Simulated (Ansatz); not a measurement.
InSb (model structure, started from the NiAs type, P6₃/mmc, No. 194, 4 atoms in the cell)

Calculation: PBEsol (Ansatz, a quantum-chemistry and plane-wave program, PAW).

Run with plane-wave cutoff 500 eV, 12×12×6 k mesh (along the axes of the cell as run), Fermi–Dirac smearing 0.05 eV, scalar-relativistic PAW data made under PBE.

Cell (relaxed at this level):

```yaml
crystal:
  lattice:
    - [4.16083, 0.00000, 0.00000]
    - [-2.08041, 3.60338, 0.00000]
    - [0.00000, 0.00000, 7.39483]
  atoms:
    - { symbol: In, position: [0.00000, 0.00000, 0.00000] }
    - { symbol: In, position: [0.00000, 0.00000, 0.50000] }
    - { symbol: Sb, position: [0.33333, 0.66667, 0.25000] }
    - { symbol: Sb, position: [0.66667, 0.33333, 0.75000] }
```

```json
{
  "band_gap": "zero (no gap)"
}
```

Note: the relaxation could raise the start's symmetry but not lower it, so the cell can be a saddle point.

Spin–orbit coupling is not included.

Cost on a shared machine: roughly 110 core-seconds.

A model structure was made by putting elements into a prototype or built by hand; it is no filed structure, need not be a known phase, and can be a saddle point held by its symmetry.
